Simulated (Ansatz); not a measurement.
Functionals compared on a constructed model of the (100) surface of bcc Fe, ferromagnetic (in the relaxation 1 Fe–Hf bonds formed), a pseudomorphic layer of Hf in the host's stacking (bottom of the slab: a bare face, its two planes held), in Ansatz (plane waves, PAW). The structure was relaxed with PBE; the other rows are single points on it. Cutoff 420 eV.

Model: 7-atom slab, 9.6 Å thick at the start (thin: gaps and levels are the slab's own), 13x13x1 mesh, Fermi-Dirac 0.1 eV, dipole correction, 2 atoms held, the rest relaxed; symmetry of the start imposed; spin-polarised, ending with about 13.9 μB a cell; orders that need a larger cell were not tried, no spin-orbit, no U. It is one candidate, not shown to be the stable structure of the face. These notes are the PBE run's.

```
functional  work function of the top face (eV)  magnetic moment of the cell (μB)  rough cost of the single point
----------  ----------------------------------  --------------------------------  ------------------------------
PBE                                       4.39                             13.95                               –
RPBE                                      4.21                             14.23     very roughly 3 core-minutes
```

Ansatz is a quantum-chemistry and plane-wave program.
